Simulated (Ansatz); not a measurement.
Consider interstitial Cd in wurtzite CdSe, charge state +2. Calculation: PBE, PAW (plane waves to 420 eV; Ansatz, an electronic-structure program).

Settings: 72 host sites, the relaxed PBE lattice, one k-point at (0.125, 0.250, 0.250), smearing 0.01 eV, spin-restricted, no image-charge correction. Static, classical nuclei. The charge state is imposed; whether it is stable for some Fermi level was not computed. Sites that were not tried may lie lower. The start lies 0.11 eV above the lowest site run (PBE).

Barriers: single points on a 2×2×2 k-point mesh shifted by half a step along c at the bands' geometries.

The step: a concerted move, in which Cd travels most (a rearrangement that moves the defect's centre by under 1 Å). Atoms about the jump, Cartesian Å from the middle of the jump, before and after:

```csv
atom,x0,y0,z0,x1,y1,z1
Cd1,0.47,0.82,0.00,-0.47,-0.82,0.00
Se2,0.44,-0.19,2.31,0.39,-0.28,2.32
Cd3,0.46,-0.61,-2.57,0.75,-0.12,-2.57
Se4,2.58,1.00,-1.71,2.88,1.16,-1.86
Se5,-1.67,1.00,-1.70,-1.69,0.94,-1.69
Se6,0.44,-3.09,-1.85,0.42,-2.74,-1.71
Cd7,2.75,1.08,2.97,2.73,1.09,2.74
```

Task: Where do these atoms stand at the saddle point, and how high is it?

Result: 
| atom | x | y | z |
|---|---|---|---|
| Cd1 | 0.48 | -0.18 | -0.10 |
| Se2 | 0.43 | -0.26 | 2.41 |
| Cd3 | 0.43 | -0.31 | -2.87 |
| Se4 | 2.56 | 0.97 | -1.66 |
| Se5 | -1.68 | 0.97 | -1.66 |
| Se6 | 0.44 | -2.73 | -1.65 |
| Cd7 | 2.75 | 1.10 | 2.88 |
It lies 0.094 eV above the start and 0.094 eV above the end. The saddle point's order was not checked.
